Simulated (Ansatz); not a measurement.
Base system: Ta in the bcc (W type) structure (space group Im-3m, No. 229; a = 3.254 Å; relaxed with 0.1 eV smearing).

Computed with DFT with LDA, PAW potentials and a 420 eV plane-wave cutoff in Ansatz (a quantum-chemistry and plane-wave program), no spin-orbit coupling.

Strains are applied to the cell and any free atomic positions relax.

One change was made to it. Results:

The energy increases by 23 meV/atom; the pressure goes from zero to -8.9 GPa.

Name the change that was made.
A) isotropic strain +1.50 %
B) isotropic strain −3.00 %
C) isotropic strain −0.50 %
D) isotropic strain −1.00 %
E) isotropic strain +1.00 %

A, isotropic strain +1.50 %. For comparison, the energy relative to the base in the other runs: isotropic strain −3.00 % gives +103 meV/atom; isotropic strain −1.00 % gives +11 meV/atom; isotropic strain +1.00 % gives +10 meV/atom; isotropic strain −0.50 % gives +2.7 meV/atom.

Whether these cells are dynamically stable was not tested. The final runs are not spin-polarised.
